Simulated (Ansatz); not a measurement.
The reference is MgO in the rock salt structure (space group Fm-3m, No. 225; a = 4.214 Å). Axes: x, y, z lie along the cube axes.

Level of theory: Kohn–Sham DFT with the PBEsol functional, run in Ansatz (a first-principles code) with PAW and 420 eV plane waves, scalar-relativistic without spin-orbit coupling.

Modification: uniaxial strain ε_zz = −2.50 %, all other strain components held at zero, atoms relaxed at fixed cell.

**Question.** What happens to the stress?

**Answer.** The stress (xx, yy, zz, yz, xz, xy; compression positive) amounts to (2.37, 2.37, 8.57, 0.00, 0.00, 0.00) GPa.

**Question.** What happens to the energy relative to the base?

**Answer.** The energy rises by 6.0 meV/atom.

Stability against distortions was not tested.
